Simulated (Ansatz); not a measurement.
Functionals compared on a constructed model of the (110) surface of bcc V, a pseudomorphic layer of Co in the host's stacking (bottom of the slab: a bare face, its two planes held), in Ansatz (plane waves, PAW). The structure was relaxed with PBE; the other rows are single points on it. Cutoff 420 eV.

Model: 7-atom slab, 13.1 Å thick at the start, 15x15x1 mesh, Fermi-Dirac 0.1 eV, dipole correction, 2 atoms held, the rest relaxed; symmetry of the start imposed; spin-polarised, ending with about 1.3 μB a cell; orders that need a larger cell were not tried, no spin-orbit, no U. It is one candidate, not shown to be the stable structure of the face. These notes are the PBE run's.

```json
[
 {"functional": "PBE", "work function of the top face (eV)": "4.25", "magnetic moment of the cell (μB)": "1.35", "rough cost of the single point": "–"},
 {"functional": "RPBE", "work function of the top face (eV)": "4.08", "magnetic moment of the cell (μB)": "1.37", "rough cost of the single point": "about 5 core-minutes (a rough figure)"}
]
```

Ansatz is a quantum-chemistry and plane-wave program.
